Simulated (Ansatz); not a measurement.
Take PbTe in the rock salt structure (space group Fm-3m, No. 225; a = 6.5343 Å) as the base. Axes: x, y, z lie along the cube axes.

Computed with r2SCAN, PAW, 500 eV (Ansatz, a first-principles code; without spin-orbit coupling).

Strains are applied to the cell and any free atomic positions relax.

One change was made to it. Results:

```csv
quantity,base,after
band gap,1.09 eV,1.11 eV
energy relative to the base (free energy F),0 meV/atom,+4.5 meV/atom
```

Q: What was done to the base?
(A) uniaxial strain ε_zz = +2.00 %
(B) uniaxial strain ε_zz = +1.00 %
(C) uniaxial strain ε_zz = +0.50 %

A: A, uniaxial strain ε_zz = +2.00 %. For comparison, the energy relative to the base in the other runs: uniaxial strain ε_zz = +1.00 % gives +1.2 meV/atom; uniaxial strain ε_zz = +0.50 % gives +0.3 meV/atom.

Spin-orbit coupling, missing from the scalar runs, can matter with Pb and Te. No phonon test of stability was made.
